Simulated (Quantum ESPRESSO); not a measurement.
# Effort and miss along a sweep of ecutwfc: Cu₈O₇ (C2, 15 atoms in the cell)

Cell: a = 5.7605 Å, b = 5.7605 Å, c = 6.3036 Å, α = 115.73°, β = 115.73°, γ = 89.96°.

Method of the run: LDA (PZ), PSlibrary ultrasoft (LDA) pseudopotentials (plane waves; Quantum ESPRESSO 7.5).

Base settings: ecutwfc = 55 Ry; ecutrho = 385 Ry; occupations = smearing; smearing = gauss; degauss = 0.019992 Ry; potentials = {Cu: Cu.pz-dn-rrkjus_psl.1.0.0.UPF, O: O.pz-n-rrkjus_psl.1.0.0.UPF}; K_POINTS = automatic 4 4 4 0 0 0; conv_thr = 1e-09 Ry.

Misses are taken against the tightest run, 55 Ry, which need not be fully converged itself. The energy is the free energy per atom.

The count of work is k-points × plane waves × bands × iterations; it is no time, and leaves out set-up, grids and terms that scale otherwise. Core times come from one kind of shared machine and are given to one figure; runs under 30 s give none.

The starting cell comes from a database of computed structures (which also holds hypothetical and non-ambient phases and stackings), without a prior relaxation at this level. Its lattice was rescaled by a random factor within 2.5 % of one. Spin polarisation is off, so a magnetic state, if there is one, cannot be reached. In the base run, with a pressure of about -5 GPa the cell is away from its equilibrium volume at this level. The run gives no clean gap (levels at the Fermi energy touch, overlap or are partly filled at this smearing), which alone does not show that the compound is a metal.

The runs (ecutwfc): 22 Ry (ecutrho: 385 Ry → 154 Ry) | 28 Ry (ecutrho: 385 Ry → 196 Ry) | 33 Ry (ecutrho: 385 Ry → 231 Ry) | 38 Ry (ecutrho: 385 Ry → 266 Ry) | 44 Ry (ecutrho: 385 Ry → 308 Ry) | 50 Ry (ecutrho: 385 Ry → 350 Ry) | 55 Ry.

Problem. Which is the coarsest setting among those run that, with all tighter ones, holds the energy within 20 meV/atom of the reference, and what does it save?

Solution. 50 Ry (ecutrho: 385 Ry → 350 Ry), off by 6.9 meV/atom; its saving against the reference is no more than about a factor of 2 in the count of work.

Problem. What does the step from 22 Ry (ecutrho: 385 Ry → 154 Ry) to 38 Ry (ecutrho: 385 Ry → 266 Ry) buy?

Solution. It takes the miss in the energy from 8000 to 69 meV/atom, for 2.3 times the count of work and roughly 3 times the time.

| ecutwfc | energy less reference (meV/atom) | pressure less reference (GPa) | largest difference in the force on any atom (eV/Å) | count of work / reference | core time / reference (rough) |
|---|---|---|---|---|---|
| 22 Ry (ecutrho: 385 Ry → 154 Ry) | 8024.15 | -435.74 | 0.342 | 0.22 | 0.2 |
| 28 Ry (ecutrho: 385 Ry → 196 Ry) | 1460.61 | -120.07 | 0.243 | 0.32 | 0.2 |
| 33 Ry (ecutrho: 385 Ry → 231 Ry) | 293.09 | -28.09 | 0.086 | 0.39 | 0.2 |
| 38 Ry (ecutrho: 385 Ry → 266 Ry) | 69.36 | -5.22 | 0.024 | 0.51 | 0.4 |
| 44 Ry (ecutrho: 385 Ry → 308 Ry) | 22.66 | -0.97 | 0.005 | 0.66 | 0.4 |
| 50 Ry (ecutrho: 385 Ry → 350 Ry) | 6.90 | -0.37 | 0.001 | 0.87 | 0.5 |
| 55 Ry | 0.00 | 0.00 | 0.000 | 1.0 | 1 |

The last two settings still differ by 6.9 meV/atom, so the table cannot show that the reference is converged.
